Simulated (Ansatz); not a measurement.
Start from SnS in the GeS type structure (space group Pnma, No. 62; a = 11.1550 Å, b = 3.9998 Å, c = 4.2614 Å). Axes: x, y, z lie along a, b, c of the conventional cell.

Level of theory: Ansatz (a program for electronic structure), PBE-D3(BJ), PAW, cutoff 420 eV, no spin-orbit coupling.

Now apply this change: biaxial strain −3.91 %, plane normal [001], relaxed out of plane (Cartesian); in-plane vectors clamped, the third vector and the atoms free.

Q: How does this affect the out-of-plane strain and in-plane stress?

A: The out-of-plane strain comes out as +6.55 %; the mean in-plane stress (compression positive) amounts to +2.4 GPa.

No phonon test of stability was made.
